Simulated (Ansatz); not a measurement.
The starting structures come from a database of crystals and need not be the phases stable at ambient conditions.

 Where the default PAW files enter, the runs use the earlier of Ansatz's two default sets.

```
Li4SrP2
1.0
    4.27384     0.00000     0.00000
    2.13692     7.94111     0.00000
    2.13692     0.57504     3.65631
Li Sr P
4 1 2
Cartesian
  4.27384   5.88933   1.57160
  4.27384   2.62681   2.08471
  2.13692   4.73331   0.50450
  6.41076   3.78284   3.15181
  0.00000   0.00000   0.00000
  6.41076   6.28186   2.75879
  2.13692   2.23428   0.89753
```

Space group of this cell: R-3m. The cell is taken as given; by PBEsol its mean pressure is -0.9 GPa.

Transport runs along the normal of the first two printed cell vectors, the (101) plane of the conventional cell.

No gap correction and no spin-orbit coupling; mid-gap values are interpolated between computed energies.

Q: Give the band gap and the smallest decay constant κ at mid-gap that PBEsol run with Ansatz (a quantum-chemistry and plane-wave program) yields.

A: Gap 0.89 eV on a 8×8×8 mesh; κ = 0.140 1/Å, at the zone centre.
